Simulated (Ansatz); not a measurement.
We consider L1₂ (Cu3Au-type) Pt₃Ti, described by PBE0 (PAW; Ansatz, a first-principles code).

Run with plane-wave cutoff 460 eV, 8×8×8 k mesh, Fermi–Dirac smearing 0.05 eV, no spin polarisation, scalar-relativistic PAW data made under PBE.

The volume scan:

| V (Å³/atom) | E − E_lowest (meV/atom) | P (GPa) |
|---|---|---|
| 14.201 | 34.29 | 15.53 |
| 14.575 | 8.03 | 7.18 |
| 14.899 | 0.00 | 0.90 |
| 15.322 | 7.25 | -6.18 |
| 15.696 | 28.01 | -11.49 |

### Question
Estimate the bulk modulus from the pressures at 14.575 and 15.322 Å³/atom, and compare it with a fit to all energies.

### Answer
B = −V dP/dV. Between V = 14.575 and 15.322 Å³/atom, dP/dV = (-6.18 − (7.18))/(15.322 − 14.575) = -17.9 GPa per Å³/atom; at the midpoint 14.948 Å³/atom this gives B ≈ 267 GPa. The third-order Birch–Murnaghan fit gives V0 = 14.949 Å³/atom, B0 = 266 GPa, B′ = 5.0, which lies within 1 % of that estimate.

Measured, for comparison: equilibrium volume per atom 15.01 Å³/atom (temperature not stated, not corrected to a static lattice; as tabulated in Molecular Dynamics Simulations of PtTi High-Temperature Shape Memory Alloys …). Computed (rounded) less measured: equilibrium volume per atom -0.4 %. A static lattice is as a rule a little smaller and stiffer than an uncorrected measurement, which narrows the difference in the equilibrium volume per atom and would widen misses of the other sign.

Note: the run has no spin polarisation, so it can have missed a magnetic state.

Spin–orbit coupling is not included.

The computed numbers hold no vibrational or temperature effects.

The result took around 30 core-minutes (rough).
